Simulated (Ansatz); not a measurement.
Bi on the N site in wurtzite AlN: one set of geometries, relaxed with PBE, evaluated in Ansatz (PAW, plane waves to 420 eV, 500 eV under r2SCAN) with PBE, r2SCAN.

Details: 96-site cell; 2×2×2 shifted k-points; start: the N site; charged states image-corrected; no spin–orbit coupling; energies good to tenths of an eV; flagged in the runs: a host whose relaxation on this sampling wasn't shown to rest, a strain field that reaches the edge of the cell.

| quantity | PBE | r2SCAN |
|---|---|---|
| host gap (eV) | 4.03 | 4.67 |
| ε(+1/0) above the VBM (eV) | 1.38 | 1.57 |
| ε(0/−1) above the VBM (eV) | not bound | not settled |
| largest moment on one atom at charge +1 (μB) | 0.14 | 0.15 |
| neutral formation energy against rhombohedral Bi, N2 molecule in a box (eV) | 10.23 | 10.48 |
| carrier at charge −1 | electron in a host band | not settled |

PBE narrows the gap by 0.64 eV against r2SCAN, the highest level run, and puts the levels 0.19 eV lower above the valence-band maximum on average.

"Not bound" means that the carrier spreads over host band states in this cell; a shallow level, bound over tens of ångströms, can't be resolved here.

Ansatz is a quantum-chemistry and plane-wave program.
